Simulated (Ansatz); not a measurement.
A self-consistent single point of LuF₃ (P3m1, 4 atoms in the cell) with Ansatz (a program for electronic structure).

Level of theory: PBEsol, default PAW files made with PBE (plane waves; Ansatz).

The change in words: lattice scaled by 0.98; kpoints.mp_grid.grid: 8 8 6 → 7 7 6. Reference geometry:
```xyz
4
Lattice="3.8273 0.0000 0.0000 -1.9137 3.3146 0.0000 0.0000 0.0000 4.2198" Properties=species:S:1:pos:R:3 pbc="T T T"
Lu     0.0000     0.0000     2.1599
F      0.0000     2.2097     2.5740
F      1.9137     1.1049     1.6458
F      0.0000     0.0000     0.0000
```

Reference input (self-consistent single point, DFT, PBEsol, plane waves, default PAW files made with PBE): basis.ecutwfc = 420 eV; kpoints.mp_grid.grid = 8 8 6; hamiltonian.xc = pbesol; hamiltonian.pseudopotentials = {kind: paw} (the program's default PAW files); scf.occupations.method = fixed. This run's input differs from it in these lines:

Ansatz 0.2 input:
```diff
@@ -2,5 +2,5 @@
   lattice:
-    - [3.827338, 0.000000, 0.000000]
-    - [-1.913669, 3.314572, 0.000000]
-    - [0.000000, 0.000000, 4.219812]
+    - [3.750791, 0.000000, 0.000000]
+    - [-1.875396, 3.248281, 0.000000]
+    - [0.000000, 0.000000, 4.135416]
   atoms:
@@ -14,3 +14,3 @@
   mp_grid:
-    grid: [8, 8, 6]
+    grid: [7, 7, 6]
 hamiltonian:
```

Log, with long lists cut:

```
SCF iter   1: F=—  HF=-17020.254084 eV  |F-HF|=—  |Δ(HF+E_count)|=         —  Δρ=1.56e-2  dr2=7.62e-2  ethr=1.77e-3  ⟨swp⟩=5.0  Hψ=4798  notcnv=0  defer=110
all-band conjugate gradients solve this SCF's bands
preconditioner: auto → Resta (q_TF=auto, 2.687 Å⁻¹)
SCF iter   2: F=—  HF=-17020.229725 eV  |F-HF|=—  |Δ(HF+E_count)|=   2.44e-2  Δρ=2.02e-3  dr2=1.01e-3  ethr=1.66e-4  ⟨swp⟩=2.4  Hψ=2443  notcnv=0  defer=116
   [... lines left out ...]
SCF iter   5: F=—  HF=-17020.229905 eV  |F-HF|=—  |Δ(HF+E_count)|=   9.61e-5  Δρ=1.01e-4  dr2=6.39e-6  ethr=4.86e-8  ⟨swp⟩=2.0  Hψ=2024  notcnv=0  defer=88
SCF iter   6: F=—  HF=-17020.229907 eV  |F-HF|=—  |Δ(HF+E_count)|=   1.91e-6  Δρ=5.34e-5  dr2=1.54e-6  ethr=1.39e-8  ⟨swp⟩=3.2  Hψ=2485  notcnv=0  defer=92
SCF iter   7: F=—  HF=-17020.229906 eV  |F-HF|=—  |Δ(HF+E_count)|=   1.15e-6  Δρ=1.99e-5  dr2=2.39e-7  ethr=3.35e-9  ⟨swp⟩=3.1  Hψ=2401  notcnv=0  defer=92
SCF iter   8: F=-17020.229906 eV  HF=-17020.229906 eV  |F-HF|=4.39e-8  |Δ(HF+E_count)|=   1.72e-7  Δρ=8.16e-6  dr2=4.35e-8  ethr=2.17e-10  ⟨swp⟩=12.4  Hψ=7807  notcnv=0
SCF 1 converged in 8 iterations: F = -17020.229906 eV  dr2 = 4.35e-8
Free energy (F): -17020.229906 eV
Internal energy: -17020.229906 eV  (E = F + TS)
E sigma→0 (E₀):  -17020.229906 eV
Fermi energy:    7.180778 eV
--- Forces (eV/Å), atoms counted from 1 ---
  atom   1  Lu    -0.00000000     0.00000000    -0.88513398
  atom   2  F      0.00000000    -0.00000000     0.42756927
  atom   3  F     -0.00000000     0.00000000    -0.27951161
  atom   4  F      0.00000000    -0.00000000     0.73709472
--- Stress (GPa, compression-positive) ---
       11.873323      -0.000000       0.000000
       -0.000000      11.873323      -0.000000
        0.000000      -0.000000      14.850091
  P = ⅓ Tr σ = 12.8656 GPa (128.656 kbar)
  The stress holds the Pulay correction. Without it, at fixed plane waves, as pw.x and ABINIT print it: P = 12.0442 GPa
```

The run converged in 8 iterations. Against the reference run the free energy rises by 39.1 meV/atom, the pressure goes from 3.53 to 12.87 GPa, the largest force goes from 0.692 to 0.885 eV/Å and the gap on the mesh goes from 6.642 to 6.613 eV.

The starting cell comes from a database of computed structures (which also holds hypothetical and non-ambient phases and stackings), without a prior relaxation at this level. Its lattice was rescaled by up to half a per cent. One atom was moved a little off its site on purpose. For this run, on top of that: lattice scaled by 0.98. Spin-orbit coupling is off. With a pressure of about 13 GPa the cell is away from its equilibrium volume at this level. Ansatz's pressure includes its estimate of the finite-basis (Pulay) stress. Without the estimate this run gives 12.04 GPa.
